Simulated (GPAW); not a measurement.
Band structure of Na3BrO (Pm-3m, 5 atoms in the cell).

```yaml
crystal:
  lattice:
    - [4.62379, 0.00000, 0.00000]
    - [0.00000, 4.62379, 0.00000]
    - [0.00000, 0.00000, 4.62379]
  atoms:
    - { symbol: Na, position: [0.00000, 0.50000, 0.50000] }
    - { symbol: Na, position: [0.50000, 0.00000, 0.50000] }
    - { symbol: Na, position: [0.50000, 0.50000, 0.00000] }
    - { symbol: Br, position: [0.00000, 0.00000, 0.00000] }
    - { symbol: O, position: [0.50000, 0.50000, 0.50000] }
```

Method of the run: LDA (Perdew-Wang 92), GPAW PAW datasets LDA (gpaw-data 1.0.1) (plane waves; GPAW).

Settings: mode = pw; ecut = 900 eV; xc = LDA; kpts = 7 7 7; mesh shift (steps) = 0 0 0; occupations.name = fermi-dirac; occupations.width = 0.01 eV; nbands = -4; convergence.density = 1e-05 e/electron; convergence.bands = -2; symmetry.symmorphic = false; symmetry.tolerance = 0.0005; maxiter = 120; bandpath_npoints = 40.

The starting cell comes from a database of computed structures (which also holds hypothetical and non-ambient phases and stackings), without a prior relaxation at this level. Its lattice was rescaled by a random factor within 2.5 % of one.

Question: Predict the gap along the standard path and the places of the band edges.

Answer: The gap along the path is 1.72 eV, direct at Γ to within 0.01 eV.

Levels in eV from the top of the valence band on the SCF mesh, bands 14 to 21:
```tsv
point	14	15	16	17	18	19	20	21
Γ	-2.52	0.00	0.00	0.00	1.72	4.84	4.84	8.95
X	-2.40	-0.77	-0.16	-0.16	4.00	5.42	5.49	7.61
M	-2.34	-0.26	-0.26	-0.12	4.34	4.40	7.13	7.13
R	-2.98	-0.66	-0.66	-0.66	5.81	5.81	5.81	7.47
```
